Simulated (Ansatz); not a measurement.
Results of PBE-D3(BJ) (PAW; Ansatz, a quantum-chemistry and plane-wave program) for CsCl-type TiCo.

Run with plane-wave cutoff 520 eV, 18×18×18 k mesh, Fermi–Dirac smearing 0.05 eV, no spin polarisation, scalar-relativistic PAW data made under PBE.

Cell (relaxed at this level):

```
CoTi
1.0
    2.93372     0.00000     0.00000
    0.00000     2.93372     0.00000
    0.00000     0.00000     2.93372
Ti Co
1 1
Direct
  0.00000   0.00000   0.00000
  0.50000   0.50000   0.50000
```

Question: Give the computed bulk modulus and pressure derivative B′ of the bulk modulus.

Answer: 
* **bulk modulus**: 194 GPa
* **pressure derivative B′ of the bulk modulus**: 4.1

The run finds no gap.

Measured, for comparison: bulk modulus 154 GPa (room temperature, not corrected to a static lattice; as tabulated in Yamada et al. (2019), arXiv:1910.09660). Computed (rounded) less measured: bulk modulus +26 %.

Computed values are for the static lattice.
